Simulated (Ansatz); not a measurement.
System: interstitial H in beta Ga2O3 strained by +1.5 % along x and y, z held (charge state +1). Computed with PBE, PAW (plane waves to 420 eV; Ansatz, an electronic-structure program).

120-site cell at the strained lattice (strain from the relaxed PBE one, atoms relaxed), the Γ point alone, smearing 0.01 eV, spin-restricted, no finite-size correction. No zero-point or tunnelling terms. The charge state is imposed; whether it is stable for some Fermi level was not computed. Sites that were not tried may lie lower.

Barriers: single points on a 2×2×2 k-point mesh shifted by half a step at the bands' geometries.

The step: several atoms move together, H the farthest. Atoms about the jump, Cartesian Å from the middle of the jump, before and after:

| atom | x0 | y0 | z0 | x1 | y1 | z1 |
|---|---|---|---|---|---|---|
| H1 | 0.30 | 0.00 | -1.39 | -0.30 | 0.00 | 1.39 |
| O2 | 0.07 | 0.00 | 0.00 | 0.03 | 0.00 | 0.41 |
| Ga3 | -2.04 | 0.00 | -0.14 | -2.13 | 0.00 | -0.22 |
| Ga4 | 1.04 | 1.60 | 0.47 | 1.11 | 1.65 | 0.48 |
| Ga5 | 1.04 | -1.59 | 0.47 | 1.11 | -1.65 | 0.48 |
| O6 | -2.24 | 1.56 | 1.00 | -2.28 | 1.55 | 0.99 |
| O7 | -2.24 | -1.56 | 1.01 | -2.28 | -1.55 | 0.99 |
| O8 | -1.84 | 1.57 | -1.61 | -1.83 | 1.54 | -1.60 |
| O9 | -1.84 | -1.56 | -1.61 | -1.83 | -1.54 | -1.60 |
| O10 | 0.47 | 0.00 | -2.45 | 0.56 | 0.00 | -2.48 |
| O11 | -0.82 | 0.00 | 3.09 | -0.79 | 0.00 | 2.91 |
| O12 | 0.01 | 3.13 | 0.15 | 0.01 | 3.12 | 0.16 |
| O13 | 0.01 | -3.12 | 0.15 | 0.01 | -3.12 | 0.16 |
| Ga14 | -0.50 | 1.64 | -2.94 | -0.41 | 1.56 | -2.88 |
| Ga15 | -0.50 | -1.64 | -2.94 | -0.41 | -1.56 | -2.88 |
| O16 | 1.45 | 1.56 | 2.26 | 1.49 | 1.57 | 2.28 |
| O17 | 1.45 | -1.55 | 2.26 | 1.49 | -1.57 | 2.28 |
| Ga18 | -1.81 | 1.57 | 2.82 | -1.85 | 1.58 | 2.81 |
| Ga19 | -1.81 | -1.56 | 2.82 | -1.85 | -1.58 | 2.81 |
| O20 | 2.42 | 1.55 | -0.85 | 2.42 | 1.56 | -0.85 |
| O21 | 2.42 | -1.55 | -0.85 | 2.42 | -1.56 | -0.85 |
| Ga22 | -1.97 | 3.14 | -0.16 | -1.97 | 3.13 | -0.17 |
| Ga23 | -1.97 | -3.13 | -0.16 | -1.98 | -3.13 | -0.17 |
| Ga24 | 1.15 | 0.00 | 3.45 | 1.20 | 0.00 | 3.48 |
| O25 | -3.93 | 0.00 | -0.83 | -3.98 | 0.00 | -0.86 |
| Ga26 | 2.70 | 0.00 | -2.29 | 2.56 | 0.00 | -2.30 |

### Question
Where do these atoms stand at the saddle point, and how high is it?

### Answer

```csv
atom,x,y,z
H1,-0.44,0.01,0.09
O2,0.49,0.00,0.29
Ga3,-2.43,0.00,-0.18
Ga4,1.22,1.72,0.53
Ga5,1.22,-1.72,0.53
O6,-2.23,1.51,1.00
O7,-2.23,-1.51,1.00
O8,-1.87,1.51,-1.58
O9,-1.87,-1.51,-1.59
O10,0.57,0.00,-2.53
O11,-0.78,0.00,3.08
O12,0.03,3.11,0.17
O13,0.03,-3.11,0.17
Ga14,-0.43,1.55,-2.88
Ga15,-0.43,-1.55,-2.88
O16,1.54,1.61,2.33
O17,1.54,-1.60,2.33
Ga18,-1.80,1.56,2.84
Ga19,-1.80,-1.55,2.84
O20,2.47,1.62,-0.86
O21,2.47,-1.61,-0.86
Ga22,-1.95,3.12,-0.18
Ga23,-1.96,-3.12,-0.18
Ga24,1.17,0.00,3.46
O25,-4.14,0.00,-0.87
Ga26,2.56,0.00,-2.31
```
It lies 1.30 eV above the start and 1.14 eV above the end. The saddle point's order was not checked, and it lies on a symmetry element of the cell, where a band can be held.
